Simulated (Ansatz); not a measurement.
Base system: Sn in the diamond structure (space group Fd-3m, No. 227; a = 6.566 Å). Axes: x, y, z lie along the cube axes.

The values are results of r2SCAN/PAW in Ansatz (an electronic-structure program), without spin-orbit coupling, not measurements.

Strains are applied to the cell and any free atomic positions relax; under biaxial strain the out-of-plane vector relaxes too.

One change was made to it. Results:

| quantity | base | after |
|---|---|---|
| volume per atom | 35.39 Å³ | 36.13 Å³ |
| energy relative to the base (free energy F) | 0 meV/atom | +5.7 meV/atom |
| pressure (mean of the normal stresses, compression positive) | 0.0 GPa | -0.8 GPa |

**Question.** What was done to the base?
(A) biaxial strain +3.00 %, plane normal [001], relaxed out of plane
(B) biaxial strain +1.00 %, plane normal [001], relaxed out of plane
(C) biaxial strain +2.00 %, plane normal [001], relaxed out of plane

**Answer.** C, biaxial strain +2.00 %, plane normal [001], relaxed out of plane. For comparison, the energy relative to the base in the other runs: biaxial strain +3.00 %, plane normal [001], relaxed out of plane gives +13 meV/atom; biaxial strain +1.00 %, plane normal [001], relaxed out of plane gives +1.5 meV/atom.

Stability against distortions was not tested.
